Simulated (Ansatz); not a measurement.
TlSe: uniaxial strain ε_xx = −5.53 %

The reference is TlSe (space group I4/mcm, No. 140; a = 7.9444 Å, c = 6.9691 Å). Axes: x, y, z lie along a, b, c of the conventional cell.

Now apply this change: uniaxial strain ε_xx = −5.53 %, all other strain components held at zero; the atoms relax in the strained cell.

Computed with PBEsol (Ansatz, an electronic-structure program), without spin-orbit coupling. k-mesh 9×9×9 (Γ-centred); smearing 0.05 eV (Fermi–Dirac).

The volume per atom decreases by 1.52 Å³, from 27.49 Å³ to 25.97 Å³ and the space group changes from I4/mcm (No. 140) to Ibam (No. 72). The shortest interatomic distance drops by 0.004 bohr (5.098 bohr → 5.094 bohr) and the energy grows by 13 meV/atom. The pressure (mean of the normal stresses, compression positive) goes from zero to 1.7 GPa and the band gap is still zero. The largest internal atomic displacement amounts to 0.057 Å and the stress (xx, yy, zz, yz, xz, xy; compression positive) comes out as (3.0, 1.0, 1.3, 0.0, 0.0, 0.0) GPa (rough).

Final structure:

```yaml
crystal:
  lattice:
    - [-3.75253, 3.97219, 3.48453]
    - [3.75253, -3.97219, 3.48453]
    - [3.75253, 3.97219, -3.48453]
  atoms:
    - { symbol: Tl, position: [0.75000, 0.75000, 0.00000] }
    - { symbol: Tl, position: [0.25000, 0.25000, 0.00000] }
    - { symbol: Tl, position: [0.75000, 0.25000, 0.50000] }
    - { symbol: Tl, position: [0.25000, 0.75000, 0.50000] }
    - { symbol: Se, position: [0.18644, 0.69014, 0.87658] }
    - { symbol: Se, position: [0.81356, 0.30986, 0.12342] }
    - { symbol: Se, position: [0.68644, 0.80986, 0.49630] }
    - { symbol: Se, position: [0.31356, 0.19014, 0.50370] }
```

Without a gap, meshes like the base's 9×9×9 leave anisotropic stresses uncertain by several tenths of a GPa, and small strain energies with them. Spin-orbit coupling, missing from the scalar runs, can matter with Tl. Whether these cells are dynamically stable was not tested. The final runs are not spin-polarised. The zero or small gap of TlSe can change with the level of theory.
